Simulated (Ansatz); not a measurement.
Consider In-vacancy pair (In on one host Ru site, one Ru site vacant) in hcp Ru, neutral cell. Level of theory: PBE, PAW (plane waves to 420 eV; Ansatz, a program for electronic structure).

36-site cell at the relaxed PBE lattice, a 2×2×2 k-point mesh shifted by half a step along c, smearing 0.10 eV, spin-restricted, no finite-size correction. Static, classical nuclei. Forms of the defect that were not tried may lie lower. The start lies 0.12 eV above the lowest site run (PBE).

Barriers: single points on a 4×4×4 k-point mesh shifted by half a step along c at the bands' geometries.

Relaxed starting cell (atoms counted from 1):

```
CELL_PARAMETERS angstrom
      8.16420     0.00000     0.00000
     -4.08210     7.07041     0.00000
      0.00000     0.00000     8.58609
ATOMIC_POSITIONS crystal
  In 0.09058 0.22022 0.12426
  Ru 0.10916 0.22182 0.62428
  Ru 0.11518 0.56958 0.12425
  Ru 0.10799 0.55698 0.62426
  Ru 0.10878 0.88321 0.12428
  Ru 0.10877 0.88776 0.62428
  Ru 0.45213 0.22190 0.12427
  Ru 0.44714 0.22274 0.62427
  Ru 0.44643 0.55704 0.12427
  Ru 0.44426 0.55443 0.62427
  Ru 0.44264 0.88702 0.12426
  Ru 0.44436 0.89016 0.62427
  Ru 0.77521 0.22367 0.62428
  Ru 0.77600 0.55336 0.12425
  Ru 0.77640 0.55280 0.62425
  Ru 0.76639 0.87303 0.12427
  Ru 0.77345 0.88311 0.62426
  Ru 0.22270 0.11047 0.37997
  Ru 0.22268 0.11045 0.86856
  Ru 0.21971 0.44758 0.38189
  Ru 0.21969 0.44753 0.86662
  Ru 0.22162 0.78101 0.37571
  Ru 0.22161 0.78102 0.87283
  Ru 0.56067 0.11388 0.37228
  Ru 0.56062 0.11382 0.87623
  Ru 0.55400 0.44189 0.37347
  Ru 0.55402 0.44193 0.87506
  Ru 0.55345 0.77683 0.37565
  Ru 0.55342 0.77682 0.87288
  Ru 0.87853 0.10377 0.38552
  Ru 0.87856 0.10383 0.86303
  Ru 0.88842 0.44065 0.37402
  Ru 0.88836 0.44059 0.87455
  Ru 0.88848 0.77734 0.37491
  Ru 0.88849 0.77734 0.87362
```

End state 1 differs by these moves (Å; atoms that move under 0.08 Å are left out):

```
atom  element     Δx     Δy     Δz
----  -------  -----  -----  -----
1          In  -2.42   0.00   0.00
7          Ru  -0.14   0.00   0.00
18         Ru  -0.05   0.02  -0.07
19         Ru  -0.05   0.02   0.07
20         Ru   0.01  -0.05  -0.07
21         Ru   0.01  -0.05   0.07
24         Ru  -0.05  -0.02   0.07
25         Ru  -0.05  -0.02  -0.07
30         Ru   0.09   0.00   0.00
31         Ru   0.09   0.00   0.00
32         Ru   0.01   0.05   0.07
33         Ru   0.01   0.05  -0.07
```

Problem. What forward and backward barriers to end state 1 does PBE, PAW give?

Solution. forward 0.79 eV, backward 0.79 eV; at the saddle point atom 1 has neighbours Ru at 2.53, 2 Ru at 2.55, Ru at 2.65, 4 Ru at 2.93 Å. The program found a first-order saddle point.
